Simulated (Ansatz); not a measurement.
Checking a run of Ansatz (a first-principles code) on NbFe6Ge6 (P6/mmm, 13 atoms in the cell). The aim is a self-consistent single point with DFT, LDA (PW92), plane waves, default PAW files made with PBE.

This input was run:

Ansatz 0.2 input:
```yaml
crystal:
  lattice:
    - [4.99434900, 0.00000000, 0.00000000]
    - [-2.49717400, 4.32523300, 0.00000000]
    - [0.00000000, 0.00000000, 8.11213300]
  atoms:
    - { symbol: Nb, position: [0.00000000, 0.00000000, 0.00000000], spin: 1.0 }
    - { symbol: Fe, position: [0.00000000, 0.50000000, 0.75088000], spin: 4.0 }
    - { symbol: Fe, position: [0.00000000, 0.50000000, 0.24912000], spin: 4.0 }
    - { symbol: Fe, position: [0.50000000, 0.00000000, 0.75088000], spin: 4.0 }
    - { symbol: Fe, position: [0.50000000, 0.00000000, 0.24912000], spin: 4.0 }
    - { symbol: Fe, position: [0.50000000, 0.50000000, 0.75088000], spin: 4.0 }
    - { symbol: Fe, position: [0.50000000, 0.50000000, 0.24912000], spin: 4.0 }
    - { symbol: Ge, position: [0.00000000, 0.00000000, 0.66257000] }
    - { symbol: Ge, position: [0.00000000, 0.00000000, 0.33743000] }
    - { symbol: Ge, position: [0.33333300, 0.66666700, 0.50000000] }
    - { symbol: Ge, position: [0.66666700, 0.33333300, 0.50000000] }
    - { symbol: Ge, position: [0.33333300, 0.66666700, 0.00000000] }
    - { symbol: Ge, position: [0.66666700, 0.33333300, 0.00000000] }
basis:
  ecutwfc: 145.0
kpoints:
  mp_grid:
    grid: [5, 5, 3]
hamiltonian:
  xc: lda
  pseudopotentials:
    kind: paw
magnetization:
  spin_polarized: true
scf:
  occupations:
    method: gaussian
    width: 0.2
output:
  forces: true
  eigenvalues: true
  stress: true
```

Output (repeated stretches shortened):

```
   [... lines left out ...]
Bands: 131, of which v1, the nominal top of the filled ones, is band 97 counted from 1 (96 counted from 0)
Symmetry: 24 space group operations
Space group: P6/mmm (ITA 191), of the structure as read, at distance tolerance 5.6e-5 Å
Magnetic group: BNS 191.233 (UNI 1463), of the structure as read, at distance tolerance 5.6e-5 Å
k-points: 10 of 75
PAW frozen core: Nb, regenerated for the run's functional, and the local potential with it
PAW frozen core: Fe, regenerated for the run's functional, and the local potential with it
PAW frozen core: Ge, regenerated for the run's functional, and the local potential with it
Initial density: superposition of atomic densities (chi_scale 0.1, normalization cell)
Starting moments: Σ|m| = 25 μB on 7 of 13 sites
Initial wavefunctions: pseudopotential atomic-orbital guess
Eigensolver: davidson
Functional: x = slater, c = lda
SCF iter   1: F=—  HF=-55702.064428 eV  |F-HF|=—  |Δ(HF+E_count)|=         —  Δρ=6.28e-1 (↑6.28e-1 ↓1.91e-1)  dr2=5.89e2  dr2_m=1.17e2  M=0.909 μB ∫|m|=1.118 μB  β_m=0.30  ethr=3.10e-3  ⟨swp⟩=5.5  Hψ=8617  notcnv=0
Mixer restart at iter 1: flushing history
all-band conjugate gradients solve this SCF's bands
preconditioner: auto → Kerker (q_TF=auto, 2.773 Å⁻¹)
   [... lines left out ...]
SCF iter  15: F=—  HF=-55323.716589 eV  |F-HF|=—  |Δ(HF+E_count)|=   7.95e-8  Δρ=1.53e-6 (↑1.46e-6 ↓1.53e-6)  dr2=6.88e-8  dr2_m=4.13e-11  M=-0.000 μB ∫|m|=0.000 μB  β_m=0.97  ethr=6.72e-10  ⟨swp⟩=2.0  Hψ=3075  notcnv=0  defer=365
SCF iter  16: F=-55323.716589 eV  HF=-55323.716589 eV  |F-HF|=2.77e-8  |Δ(HF+E_count)|=   1.44e-8  Δρ=1.42e-6 (↑1.42e-6 ↓1.40e-6)  dr2=3.05e-8  dr2_m=6.56e-13  M=0.000 μB ∫|m|=0.000 μB  ethr=3.56e-11  ⟨swp⟩=6.7  Hψ=9688  notcnv=0
SCF 1 converged in 16 iterations: F = -55323.716589 eV  dr2 = 3.05e-8
Crystal: 13 atoms, lattice volume = 175.236 Å³
Starting moments: Σ|m| = 28 μB on 7 of 13 sites
SCF iter   1: F=—  HF=-55609.471792 eV  |F-HF|=—  |Δ(HF+E_count)|=         —  Δρ=5.66e-1 (↑5.66e-1 ↓2.15e-1)  dr2=6.10e2  dr2_m=6.63e1  M=12.787 μB ∫|m|=12.961 μB  β_m=0.30  ethr=3.10e-3  ⟨swp⟩=5.4  Hψ=8565  notcnv=0
preconditioner: auto → Kerker (q_TF=auto, 2.773 Å⁻¹)
spin=Collinear: Kerker preconditioning applied to the charge; magnetization (m = ρ↑ − ρ↓) channel mixes plain (no charge-response kernel on spin).
   [... lines left out ...]
spin-set hold released at iteration 8 (site moments contracting)
iter 18 did not close the SCF: its close was put off for a magnetic moment that had not settled (scf_convergence_deferred on its scf_iter line)
WARN: the starting moments were not kept: the SCF closed with an absolute magnetisation of 2.1e-6 μB, where they sum to 25 μB in size (7 sites) …
Absolute magnetization: 0.0000 μB (∫|ρ↑−ρ↓|, with the PAW one-centre terms)
Free energy (F): -55323.716589 eV
Fermi energy:    16.507502 eV
   [... lines left out ...]
  atom  13  Ge     0.00000000     0.00000000     0.00000000
--- Stress (GPa, compression-positive) ---
       59.621918       0.000000       0.000000
       -0.000000      59.621918      -0.000000
        0.000000      -0.000000      71.653214
  P = ⅓ Tr σ = 63.6324 GPa (636.324 kbar)
  The stress holds the Pulay correction. Without it, at fixed plane waves, as pw.x and ABINIT print it: P = -2766.8910 GPa
```

**Question.** Can these results be used? Check the input.

**Answer.** The run is not sound. The fault is a basis or grid far too coarse for these potentials. The error of an incomplete plane-wave basis or grid does not cancel at such settings. To fix it, restore the cutoff that the potentials need and check convergence. The run converged, with 35 iterations in all over 2 SCF loops without an error; against the sound input the free energy goes up by 72.0 eV/atom, the pressure goes from -14.16 to 63.63 GPa, the largest force goes from 0.413 to 3.918 eV/Å and the size of the net moment goes from 0.63 to 0.00 μB/atom. The full log also holds (shortened here): “iter 18 did not close the SCF: its close was put off for a magnetic moment that had not settled (scf_convergence_deferred on its scf_iter line)”. At a fixed set of plane waves, without the program's Pulay estimate, the pressure is -2766.89 GPa against -14.26 GPa.

The sound input it was made from differs as follows (other fixes are possible):
```diff
-basis:
-  ecutwfc: 145.0
```

With that input, the run converged in 16 iterations: free energy E − TS (on the zero of these files) -56259.6279 eV; Fermi level (on the code's own zero) 16.47 eV; pressure -14.16 GPa; largest force (vector length) 0.413 eV/Å; size of the cell's spin moment 8.20 μB (DFT, LDA (PW92), plane waves, default PAW files made with PBE).

On the sound input: the starting cell comes from a database of computed structures (which also holds hypothetical and non-ambient phases and stackings), without a prior relaxation at this level. Its lattice was rescaled by a random factor within 2.5 % of one. The magnetic order is the one reached from the typed start; others were not searched systematically. The program warned that, by what it read of turns of the moments, another magnetic order lies lower. With a pressure of about -14 GPa the cell is away from its equilibrium volume at this level. Ansatz's pressure includes its estimate of the finite-basis (Pulay) stress.
